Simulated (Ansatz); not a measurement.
Hypothetical diamond Fe, pressure series

Start from Fe in the diamond structure (space group Fd-3m, No. 227; a = 4.805 Å; non-magnetic; a hypothetical phase, not in the database extracts checked).

Cell and atoms are relaxed at each pressure.

Computed with plane-wave PAW DFT at the PBEsol level (Ansatz, an electronic-structure program, 420 eV), no spin-orbit coupling.

```tsv
pressure (GPa)	volume per atom (Å³/atom)
-2	14.027
-1	?
0	13.865
0.7	13.810
1.5	13.748
3	13.637
5	13.496
7.5	13.330
10	13.175
```

Question: Fit the third-order Birch–Murnaghan form P(V) = (3B₀/2)[(V₀/V)^(7/3) − (V₀/V)^(5/3)]·[1 + (3/4)(B₀′ − 4)((V₀/V)^(2/3) − 1)] (squares taken in P) to the rows shown and predict the withheld row.

Answer: Least squares on the printed values gives V₀ = 13.864 Å³/atom, B₀ = 175 GPa, B₀′ = 4.4; this predicts 13.945 Å³/atom, and the run gives 13.944 Å³/atom, in agreement.

Load acts through the strain it causes; cell and atoms are relaxed under it. Stability against distortions was not tested. Competing high-pressure phases were not computed. Seeded moments were not kept for the base. The final runs are not spin-polarised.
